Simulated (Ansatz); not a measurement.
System: BaInHO2 (model structure, started from the SrVO2H type, P4/mmm, No. 123, 5 atoms in the cell). Method: r²SCAN (Ansatz, an electronic-structure program, PAW).

Run with plane-wave cutoff 560 eV, 8×8×10 k mesh (along the axes of the cell as run), Fermi–Dirac smearing 0.01 eV, scalar-relativistic PAW data made under PBE.

Cell (relaxed at this level):

```
BaInHO2
1.0
    4.29661     0.00000     0.00000
    0.00000     4.29661     0.00000
    0.00000     0.00000     3.91918
Ba In O H
1 1 2 1
Cartesian
  2.14830   2.14830   1.95959
  0.00000   0.00000   0.00000
  2.14830   0.00000   0.00000
  0.00000   2.14830   0.00000
  0.00000   0.00000   1.95959
```

Problem. Give the computed band gap, smallest direct gap on the k points sampled and direct gap at Γ.

Solution. 
band gap: 1.31 eV
smallest direct gap on the k points sampled: 1.85 eV
direct gap at Γ: 5.20 eV

Note: the relaxation could raise the start's symmetry but not lower it, so the cell can be a saddle point.

Spin–orbit coupling is not included.

Computed values are for the static lattice.

Cost on a shared machine: around 25 core-seconds (rough).

A model structure was made by putting elements into a prototype or built by hand; it is no filed structure, need not be a known phase, and can be a saddle point held by its symmetry.
